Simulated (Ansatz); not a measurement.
# CdTe: pressure series

Base system: CdTe in the zinc blende structure (space group F-43m, No. 216; a = 6.558 Å).

Cell and atoms are relaxed at each pressure.

All numbers come from r2SCAN (Ansatz, a quantum-chemistry and plane-wave program, PAW, no spin-orbit coupling).

```csv
pressure (GPa),volume per atom (Å³/atom)
-2,37.306
-1,36.202
0,35.249
2.1,33.644
4.5,32.208
9,30.176
15,?
22.5,26.466
30,25.126
```

**Question.** Fit the third-order Birch–Murnaghan form P(V) = (3B₀/2)[(V₀/V)^(7/3) − (V₀/V)^(5/3)]·[1 + (3/4)(B₀′ − 4)((V₀/V)^(2/3) − 1)] (squares taken in P) to the rows shown and predict the withheld row.

**Answer.** Least squares on the printed values gives V₀ = 35.257 Å³/atom, B₀ = 40.4 GPa, B₀′ = 4.6; this predicts 28.230 Å³/atom, and the run gives 28.232 Å³/atom, 0.002 higher.

Measured bulk modulus of CdTe: 43.7 GPa (room temperature; as listed in Elmahjoubi et al., arXiv (2023)); the computed value is for a static lattice, so the two differ by thermal effects too.

Load acts through the strain it causes; cell and atoms are relaxed under it. Whether these cells are dynamically stable was not tested. Measured, CdTe leaves this structure (for cinnabar) near 3.53 GPa (temperature not stated; as listed in Datta, Sujoy, Jana, Debnarayan, arXiv (2020)), on rising pressure, with hysteresis.
